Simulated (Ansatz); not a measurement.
Worked example: self-consistent single point of Y₂Al₃Si₂ (P1, 7 atoms in the cell) in Ansatz (a program for electronic structure).

Method of the run: LDA (PW92), PAW files made with PBE (plane waves; Ansatz).

The change in words: atoms moved at random. Reference geometry:
```
CELL_PARAMETERS angstrom
      5.06316    -2.01418     0.00000
      5.06316     2.01418     0.00000
     -1.27393     0.00000     6.46305
ATOMIC_POSITIONS crystal
  Y  0.37987 0.37987 0.67786
  Y  0.62013 0.62013 0.32214
  Al 0.69441 0.69441 0.86815
  Al 0.30559 0.30559 0.13185
  Al 0.00000 0.00000 0.00000
  Si 0.90813 0.90813 0.35849
  Si 0.09187 0.09187 0.64151
```

Reference input (self-consistent single point, DFT, LDA (PW92), plane waves, PAW files made with PBE): basis.ecutwfc = 30.9 Ry; kpoints.mp_grid.grid = 6 6 4; hamiltonian.xc = lda; hamiltonian.pseudopotentials = {kind: paw} (the program's default PAW files); scf.occupations.method = gaussian; scf.occupations.width = 0.0037 Ry. This run's input differs from it in these lines:

Ansatz 0.2 input:
```diff
@@ -7,9 +7,9 @@
   atoms:
-    - { symbol: Y, position: [0.379870, 0.379870, 0.677860] }
-    - { symbol: Y, position: [0.620130, 0.620130, 0.322140] }
-    - { symbol: Al, position: [0.694410, 0.694410, 0.868150] }
-    - { symbol: Al, position: [0.305590, 0.305590, 0.131850] }
-    - { symbol: Al, position: [0.000000, 0.000000, 0.000000] }
-    - { symbol: Si, position: [0.908130, 0.908130, 0.358490] }
-    - { symbol: Si, position: [0.091870, 0.091870, 0.641510] }
+    - { symbol: Y, position: [0.398039, 0.348444, 0.664133] }
+    - { symbol: Y, position: [0.611422, 0.629343, 0.330559] }
+    - { symbol: Al, position: [0.706801, 0.677716, 0.864915] }
+    - { symbol: Al, position: [0.319034, 0.297513, 0.135107] }
+    - { symbol: Al, position: [-0.021004, 0.021244, 0.007550] }
+    - { symbol: Si, position: [0.904753, 0.924926, 0.360858] }
+    - { symbol: Si, position: [0.080955, 0.100814, 0.636878] }
 basis:
```

Log, with long lists cut:

```
SCF iter   1: F=—  HF=-10251.726865 eV  |F-HF|=—  |Δ(HF+E_count)|=         —  Δρ=2.30e-2  dr2=1.96e0  ethr=3.10e-3  ⟨swp⟩=7.1  Hψ=10691  notcnv=0
all-band conjugate gradients solve this SCF's bands
preconditioner: auto → Kerker (q_TF=auto, 2.227 Å⁻¹)
SCF iter   2: F=—  HF=-10251.384128 eV  |F-HF|=—  |Δ(HF+E_count)|=   3.43e-1  Δρ=1.45e-2  dr2=7.33e-1  ethr=3.10e-3  ⟨swp⟩=1.0  Hψ=2662  notcnv=0
   [... lines left out ...]
SCF iter   4: F=—  HF=-10251.175911 eV  |F-HF|=—  |Δ(HF+E_count)|=   1.36e-3  Δρ=4.07e-4  dr2=2.36e-4  ethr=1.17e-5  ⟨swp⟩=2.1  Hψ=2983  notcnv=0  defer=165
SCF iter   5: F=—  HF=-10251.175812 eV  |F-HF|=—  |Δ(HF+E_count)|=   9.97e-5  Δρ=5.35e-5  dr2=4.46e-6  ethr=6.04e-7  ⟨swp⟩=2.1  Hψ=2641  notcnv=0  defer=165
SCF iter   6: F=—  HF=-10251.175731 eV  |F-HF|=—  |Δ(HF+E_count)|=   8.03e-5  Δρ=9.82e-6  dr2=1.68e-7  ethr=1.14e-8  ⟨swp⟩=2.6  Hψ=2896  notcnv=0  defer=165
SCF iter   7: F=-10251.175731 eV  HF=-10251.175731 eV  |F-HF|=1.84e-9  |Δ(HF+E_count)|=   4.08e-8  Δρ=1.51e-6  dr2=3.87e-9  ethr=2.56e-10  ⟨swp⟩=11.1  Hψ=9453  notcnv=0
SCF 1 converged in 7 iterations: F = -10251.175731 eV  dr2 = 3.87e-9
Free energy (F): -10251.175731 eV
Internal energy: -10251.172982 eV  (E = F + TS)
E sigma→0 (E₀):  -10251.174356 eV
Entropy (-TS):   -0.002750 eV (-0.393 meV/atom)
Fermi energy:    9.755099 eV
--- Forces (eV/Å), atoms counted from 1 ---
  atom   1  Y      0.28127369     0.98717080     0.66716448
  atom   2  Y      0.43525900    -0.08138303    -0.34353420
  atom   3  Al     0.03759058     0.34017013     0.09463403
  atom   4  Al    -0.16101213     0.33169200    -0.11387622
  atom   5  Al     0.03853124    -0.39166572    -0.45047994
  atom   6  Si    -0.71766718    -0.62507919    -0.35846173
  atom   7  Si     0.08602487    -0.56090213     0.50454115
--- Stress (GPa, compression-positive) ---
       -1.343000      -0.140197       0.841368
       -0.140197      -2.660763       0.099377
        0.841368       0.099376      -2.083218
  P = ⅓ Tr σ = -2.0290 GPa (-20.290 kbar)
  The stress holds the Pulay correction. Without it, at fixed plane waves, as pw.x and ABINIT print it: P = -2.0396 GPa
```

The run converged in 7 iterations. Against the reference run the free energy goes up by 29.0 meV/atom, the pressure goes from -2.93 to -2.03 GPa and the largest force goes from 0.108 to 1.224 eV/Å.

The starting cell comes from a database of computed structures (which also holds hypothetical and non-ambient phases and stackings), without a prior relaxation at this level. Its lattice was rescaled by a random factor within 2.5 % of one. For this run, on top of that: atoms moved at random. Forces in this geometry exceed 1 eV/Å. Ansatz's pressure includes its estimate of the finite-basis (Pulay) stress.
